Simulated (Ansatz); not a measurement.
An Ansatz (a first-principles code) input (PBEsol (Ansatz; PAW; 420 eV plane waves; without spin-orbit coupling), earlier PAW set):

Ansatz 0.2 input:
```yaml
crystal:
  lattice:
    - [3.7823200946, 0, 0]
    - [0, 6.2079059804, 0]
    - [0, 0, 22.6430323368]
  atoms:
    - { symbol: Zn, position: [0.5, 0.0003251516, 0.3312277211] }
    - { symbol: S, position: [0.5, 0.3744748484, 0.3312277211] }
    - { symbol: Zn, position: [1, 0.5003251516, 0.3794483722] }
    - { symbol: S, position: [1, 0.8744748484, 0.3794483722] }
    - { symbol: Zn, position: [1, 0.0003251516, 0.4758896744] }
    - { symbol: S, position: [1, 0.3744748484, 0.4758896744] }
    - { symbol: Zn, position: [1.5, 0.5003251516, 0.5241103256] }
    - { symbol: S, position: [1.5, 0.8744748484, 0.5241103256] }
    - { symbol: Zn, position: [1.5, 0.0003251516, 0.6205516278] }
    - { symbol: S, position: [1.5, 0.3744748484, 0.6205516278] }
    - { symbol: Zn, position: [2, 0.5003251516, 0.6687722789] }
    - { symbol: S, position: [2, 0.8744748484, 0.6687722789] }
basis: { ecutwfc: 420, ecutrho_ratio: 4, xc_grid: 2, fft_grid_basis: typed }
kpoints: { mp_grid: { grid: [9, 6, 1] } }
hamiltonian:
  xc: pbesol
  dispersion: none
  pseudopotentials: { azcp: { folder: ./paw }, kind: paw }
scf: { occupations: { method: fermi_dirac, width: 0.05 }, convergence: { dr2_threshold: 0.0000000012 } }
relax: { f_tol: 0.01, max_steps: 50 }
output: { forces: true, stress: true }
checkpoint: { write: state.ck, write_every: 1000 }
```

Question: Which symmetry and how many k-points will the program report, and about how many plane waves at Γ?

Answer: Space group Pmn21 (ITA 31) with 4 operations, k-points 20 of 54, and 10439 plane waves at Γ.

Whether these cells are dynamically stable was not tested. The cell was made from ZnS in the wurtzite structure (space group P6_3mc, No. 186) by this change: a free-standing slab of 3 layers (12 atoms, 4 a layer) is cut normal to the y axis, with 15 Å of vacuum and the in-plane cell held at bulk.
